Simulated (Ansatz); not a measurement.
Response to strain in Al2O3

Start from Al2O3 in the corundum structure (space group R-3c, No. 167; a = 4.759 Å, c = 12.995 Å (hexagonal axes)). Axes: x lies along a and z along c of the hexagonal cell.

Strains are applied to the cell and any free atomic positions relax; under biaxial strain the out-of-plane vector relaxes too; under stress the whole cell relaxes.

Level of theory: plane-wave PAW DFT at the r2SCAN level (Ansatz, a quantum-chemistry and plane-wave program, 500 eV), no spin-orbit coupling.

Notes on the quantities. energy relative to the base: free energy F; pressure: mean of the normal stresses, compression positive.

| case | band gap | energy relative to the base | volume per atom | pressure | electron mass |
|---|---|---|---|---|---|
| base | 7.14 eV | 0 meV/atom | 8.50 Å³ | 0.00 GPa | 0.41 mₑ along c, 0.38 mₑ across (at Γ) |
| biaxial strain −3.68 %, plane normal [001], relaxed out of plane | 7.80 eV | +47 meV/atom | 8.02 Å³ | 16.88 GPa | 0.38 mₑ out of plane, 0.43 mₑ in plane (at Γ) |
| biaxial strain −1.83 %, plane normal [001], relaxed out of plane | 7.51 eV | +11 meV/atom | 8.26 Å³ | 7.88 GPa | 0.40 mₑ (at Γ) |
| biaxial strain −1.59 %, plane normal [001], relaxed out of plane | 7.47 eV | +8.4 meV/atom | 8.29 Å³ | 6.79 GPa | 0.40 mₑ (at Γ) |
| biaxial strain +1.36 %, plane normal [001], relaxed out of plane | 6.70 eV | +5.8 meV/atom | 8.67 Å³ | -5.25 GPa | 0.42 mₑ out of plane, 0.37 mₑ in plane (at Γ) |
| uniaxial stress, 1 GPa tension along x | 7.11 eV | +0.1 meV/atom | 8.51 Å³ | – | 0.41 mₑ along z, 0.38 mₑ across (at Γ) |
| tensor shear ε_xz = −1.44 % | 7.12 eV | +3.3 meV/atom | 8.49 Å³ | 0.22 GPa | – |
| tensor shear ε_xy = +0.42 % | 7.14 eV | +0.3 meV/atom | 8.50 Å³ | 0.01 GPa | 0.41 mₑ along z, 0.38 mₑ across (at Γ) |
| uniaxial stress, 5 GPa compression along z | 7.11 eV | +1.4 meV/atom | 8.44 Å³ | – | 0.43 mₑ along z, 0.38 mₑ across (at Γ) |

Masses are band curvatures over ±0.01 Å⁻¹ around the edge. Stability under load was not tested beyond the relaxation.
